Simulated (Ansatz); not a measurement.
Output of an Ansatz run (abridged):

```
WARN the atoms were moved onto the symmetric positions of the space group found under crystal.symmetry.tolerance 1.0e-5 (fractional …
WARN ansatz: RAYON_NUM_THREADS=1 ignored (pool sized by the plan → 1); use --threads N
Pseudopotentials: kind: paw
Pseudopotential: Os, paw, valence charge 16
Crystal: 2 atoms, lattice volume = 26.609 Å³
Basis set: ecut = 420 eV, 537 PW (Γ), exchange–correlation on 36×36×60 points (8 copies of the dense FFT grid, shifted against one another)
Bands: 20, of which v1, the nominal top of the filled ones, is band 16 counted from 1 (15 counted from 0)
Symmetry: 24 space group operations
Space group: P63/mmc (ITA 194), of the structure as read, at distance tolerance 3.0e-5 Å
k-points: 222 of 3240
Initial density: superposition of atomic densities (neutral atoms: chi_scale 0, normalization atom), corrected by the library's trained network
Initial wavefunctions: pseudopotential atomic-orbital guess
Eigensolver: davidson
Functional: x = pbe(κ = 0.804, μ = 0.2195149727645171), c = pbe(β = 0.06672455060314922)
SCF iter   1: F=—  HF=-22768.897741 eV  |F-HF|=—  |Δ(HF+E_count)|=         —  Δρ=9.53e-3  dr2=8.09e-3  ethr=1.77e-3  ⟨swp⟩=4.8  Hψ=17362  notcnv=0
all-band conjugate gradients solve this SCF's bands
preconditioner: auto → none
SCF iter   2: F=—  HF=-22768.900540 eV  |F-HF|=—  |Δ(HF+E_count)|=   2.80e-3  S|Δr|=    0.00e0  Δρ=5.57e-3  dr2=2.72e-3  ethr=2.53e-5  ⟨swp⟩=1.9  Hψ=7550  notcnv=0
SCF iter   3: F=—  HF=-22768.901893 eV  |F-HF|=—  |Δ(HF+E_count)|=   1.35e-3  S|Δr|=    0.00e0  Δρ=2.59e-4  dr2=1.10e-5  ethr=8.51e-6  ⟨swp⟩=2.0  Hψ=6170  notcnv=0
SCF iter   4: F=—  HF=-22768.901908 eV  |F-HF|=—  |Δ(HF+E_count)|=   1.45e-5  S|Δr|=    0.00e0  Δρ=6.20e-5  dr2=4.43e-7  ethr=3.44e-8  ⟨swp⟩=2.6  Hψ=7723  notcnv=0
SCF iter   5: F=-22768.901908 eV  HF=-22768.901908 eV  |F-HF|=1.20e-9  |Δ(HF+E_count)|=   4.51e-8  S|Δr|=    0.00e0  Δρ=5.75e-6  dr2=4.98e-9  ethr=3.13e-10  ⟨swp⟩=5.5  Hψ=17878  notcnv=0
SCF 1 converged in 5 iterations: F = -22768.901908 eV  dr2 = 4.98e-9
SCF converged after 5 iterations
Stability not checked (fill_not_monotonic)
Free energy (F): -22768.901908 eV
Harris-Foulkes:  -22768.901908 eV  (|F-HF|=1.20e-9)
Internal energy: -22768.901753 eV  (E = F + TS)
E sigma→0 (E₀):  -22768.901856 eV
Entropy (-TS):   -0.000155 eV (-0.077 meV/atom)
Fermi energy:    27.610810 eV
--- Per-component energies (eV) ---
  E_band       = -83.913599
  E_kinetic    = 1130.041639
  E_local      = -1467.573456  (includes V_loc(G=0)·N_el)
  E_nonlocal   = -2.653149
  E_hartree    = 623.950556
  E_xc         = -535.930917
  E_vxc        = -571.529729  (∫ρ·V_xc dr)
  E_paw        = -18024.488109  (= ΣΔE_a)
  E_vpaw       = -420.098124  (= ΣTr[D̂ρ^β])
  E_aug_tail   = -0.000145  (compensation charges beyond the density's cutoff)
  E_ewald      = -4492.248172
  E_smearing   = -0.000155  (= −TS)
  E_closure    = -0.000000  (closes the sum)
  Σ components = -22768.901908   (vs F -22768.901908, Δ=0.00e0)
--- Forces (eV/Å), atoms counted from 1 ---
  atom   1  Os    -0.00000000     0.00000000     0.00000000
  atom   2  Os     0.00000000    -0.00000000     0.00000000
  max |Σ_I F_I| component: 3.70e-17 eV/Å
--- Stress (GPa, compression-positive) ---
       31.641488       0.000000       0.000000
        0.000000      31.641488       0.000000
        0.000000       0.000000      36.537880
  P = ⅓ Tr σ = 33.2736 GPa (332.736 kbar)
  The stress holds the Pulay correction. Without it, at fixed plane waves, as pw.x and ABINIT print it: P = 33.1651 GPa
--- Band table (eV; the first three rows and the last of 222) ---
  k-point 0: bands = ["-59.0561", "-58.9080", "-19.2155", "-18.1050", "-18.1050", "-17.8925", "-17.8925", "-17.8194", "16.2206", "19.3295", "24.3083", "24.3083", "24.6346", "25.2334", "25.2334", "25.9071", "25.9071", "27.6936", "29.4353", "29.4353"]
  k-point 1: bands = ["-59.0525", "-58.9116", "-19.1835", "-18.0998", "-18.0998", "-17.8977", "-17.8977", "-17.8560", "16.3549", "19.3539", "24.2197", "24.2197", "24.5541", "25.1414", "25.1414", "26.1185", "26.1185", "27.2640", "29.4605", "29.4605"]
  k-point 2: bands = ["-59.0421", "-58.9223", "-19.0902", "-18.0849", "-18.0849", "-17.9617", "-17.9130", "-17.9130", "16.7442", "19.4050", "24.0641", "24.0641", "24.3362", "24.9043", "24.9043", "26.2519", "26.6314", "26.6314", "29.4825", "29.4825"]
  k-point 221: bands = ["-58.9007", "-58.9007", "-18.9335", "-18.9335", "-18.6136", "-18.6136", "-18.0654", "-18.0654", "21.3589", "21.3589", "22.3026", "22.3026", "23.9802", "23.9802", "26.1323", "26.1323", "29.3635", "29.3635", "36.4452", "36.4452"]
```

The structure:

```
CELL_PARAMETERS angstrom
      2.69176     0.00000     0.00000
     -1.34588     2.33113     0.00000
      0.00000     0.00000     4.24065
ATOMIC_POSITIONS crystal
  Os 0.33333 0.66667 0.25000
  Os 0.66667 0.33333 0.75000
```

Question: Reconstruct the input of this run.

Answer: Other spellings and defaults could give the same log, and not every line can be read from it. The input that was run (DFT, PBE, plane waves, default PAW files):

Ansatz 0.2 input:
```yaml
# Os
crystal:
  lattice:
    - [2.69175700, 0.00000000, 0.00000000]
    - [-1.34587800, 2.33112900, 0.00000000]
    - [0.00000000, 0.00000000, 4.24064900]
  atoms:
    - { symbol: Os, position: [0.33333300, 0.66666700, 0.25000000] }
    - { symbol: Os, position: [0.66666700, 0.33333300, 0.75000000] }
basis:
  ecutwfc: 420.0
kpoints:
  mp_grid:
    grid: [18, 18, 10]
hamiltonian:
  xc: pbe
  pseudopotentials:
    kind: paw
scf:
  occupations:
    method: cold
    width: 0.1
output:
  forces: true
  eigenvalues: true
  stress: true
```

The starting cell comes from a database of computed structures (which also holds hypothetical and non-ambient phases and stackings), without a prior relaxation at this level. Its lattice was rescaled by a random factor within 2.5 % of one. Spin-orbit coupling is off. Spin polarisation is off. With a pressure of about 33 GPa the cell is away from its equilibrium volume at this level. Ansatz's pressure includes its estimate of the finite-basis (Pulay) stress.

Ansatz is a first-principles code.
